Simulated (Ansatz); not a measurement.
CsCl-type NiAl, treated with r²SCAN (plane waves, PAW; Ansatz, a program for electronic structure).

Numerical settings: plane-wave cutoff 560 eV, 20×20×20 k mesh, Fermi–Dirac smearing 0.05 eV, no spin polarisation, scalar-relativistic PAW data made under PBE.

Pressure at four volumes; x = ln(V/11.736 Å³). One pressure is withheld.

```json
[
 {"V (Å³/atom)": "11.032", "x": "-0.0619", "P (GPa)": "12.47"},
 {"V (Å³/atom)": "11.736", "x": "0.0000", "P (GPa)": "0.01"},
 {"V (Å³/atom)": "12.206", "x": "0.0393", "P (GPa)": "-6.35"},
 {"V (Å³/atom)": "12.440", "x": "0.0583", "P (GPa)": "?"}
]
```

### Question
Pass a parabola P(x) through the three rows shown, estimate the bulk modulus and its pressure derivative near zero pressure, and predict the withheld pressure.

### Answer
Slopes between the rows: (0.01 − (12.47))/(0.0000 − (-0.0619)) = -201.29 and (-6.35 − (0.01))/(0.0393 − (0.0000)) = -161.83 GPa. Their difference over the span 0.1012 is c = 39.46/0.1012 = 389.9 GPa, so P(x) = 12.47 + (-201.29)(x − (-0.0619)) + 389.9 (x − (-0.0619))(x − (0.0000)). At the middle row B = −dP/dx = −[-201.29 + 389.9 × 0.0619] = 177.2 GPa, and B′ = dB/dP = 2c/B = 4.4. At x = 0.0583 the parabola gives -8.99 GPa; the run gives -9.06 GPa. The Birch–Murnaghan fit to the energies at all volumes has B0 = 176 GPa and B′ = 4.3.

Measured, for comparison: bulk modulus 156 GPa (room temperature, not corrected to a static lattice; as tabulated in Yamada et al. (2019), arXiv:1910.09660). Computed less measured: bulk modulus +13 %.
